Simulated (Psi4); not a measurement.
Psi4 1.11, BP86/def2-svpd: Ba(SH)2(NH3)2 ([NH3]->[Ba](<-[NH3])([SH])[SH]), 13 atoms. The geometry is a generated start, not checked to be a minimum at this level.

| Quantity | Value |
|---|---|
| task | energy |
| method | bp86 |
| basis | def2-svpd |
| memory | 3 GB |
| maxiter | 100 |
| keys of the molecule block | symmetry c1 |
| scf_type | df (default) |
| guess | auto, which took SAD (default) |
| scf_initial_accelerator | adiis (default) |
| e_convergence | 1e-06 (default) |
| d_convergence | 1e-06 (default) |
| dft_radial_points | 75 (default) |
| dft_spherical_points | 302 (default) |
| effective core potentials | those of the basis set, past Kr |
| basis functions | 191 |
| grid points | 283277 |

```xyz
13

Ba     0.3119     0.9935     0.5731
S     -1.3423     3.2628     0.0014
H     -0.7057     4.0723     0.8389
S      2.6070     0.7031     2.2493
H      2.4862    -0.5965     2.4763
N     -1.8775    -1.6839     1.2746
H     -2.5088    -1.8357     0.4957
H     -2.4403    -1.3803     2.0624
H     -1.4736    -2.5809     1.5191
N      1.1625    -0.1827    -2.6099
H      0.6113     0.3538    -3.2710
H      1.0311    -1.1638    -2.8301
H      2.1382     0.0382    -2.7799
```

One run each on 2 threads. Values of diis_max_vecs tried: 3, 6, 10 (default), 20.

### Question
Which value of diis_max_vecs needs the fewest SCF iterations, and what happens away from it?

### Answer
Fewest SCF iterations, within one of each other: 6 with 10, 10 (default) with 9, 20 with 9. The count rises to 15 at 3. All converge to one solution.

| diis_max_vecs | SCF iterations | end |
|---|---|---|
| 3 | 15 | same solution |
| 6 | 10 | same solution |
| 10 (default) | 9 | same solution |
| 20 | 9 | same solution |
